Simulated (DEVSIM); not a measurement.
# Schottky contact on n-type Si

Device: Schottky contact on n-type Si, at 300 K.

```
layer (left to right)  material  thickness (μm)  Nd (cm⁻³)  τn (s)  τp (s)
---------------------  --------  --------------  ---------  ------  ------
1                            Si            11.0     5.4e16  5.3e-6  5.3e-6
```

Left contact: Schottky, work function 4.57 eV, emission velocity 1.8e6 cm/s. Right contact: ohmic. Voltage is applied to the left contact. Recombination: SRH at mid-gap. Mobility is constant in doping.

The device is made up for the run: typed textbook-type constants, with dimensions and the other settings drawn at random. Values at 300 K.

| parameter | Si |
|---|---|
| gap (eV) | 1.124 |
| affinity (eV) | 4.05 |
| permittivity | 11.7 |
| Nc (cm⁻³) | 2.86e19 |
| Nv (cm⁻³) | 3.1e19 |
| μn (cm²/Vs) | 1417 |
| μp (cm²/Vs) | 470 |

DEVSIM, 1D drift-diffusion, Boltzmann statistics, complete ionisation; no tunnelling, impact ionisation, image-force lowering or self-heating. Metal contacts follow the ideal Schottky-Mott rule: no Fermi-level pinning, no interface dipoles.

The potential step across the device at zero bias comes out as 0.358 V and the largest field in the device at zero bias is 74000 V/cm. The dark forward voltage at 1 A/cm² comes out as 0.109 V and the dark forward voltage at 100 A/cm² is 0.239 V.

Small-signal capacitance in reverse bias (quasi-static):

```csv
V (V),C (nF/cm²)
-0.1,102
-0.25,87.7
-0.5,73.4
-0.75,64.3
-1,58.0
-1.5,49.5
-2,43.8
-2.5,39.8
-3.25,35.4
```

Dark forward current:

| V (V) | J (A/cm²) |
|---|---|
| 0.05 | 0.088 |
| 0.10 | 0.69 |
| 0.15 | 4.8 |
| 0.20 | 30 |
| 0.25 | 140 |
| 0.30 | 400 |
| 0.35 | 770 |
| 0.40 | 1200 |
| 0.45 | 1700 |
| 0.50 | 2100 |
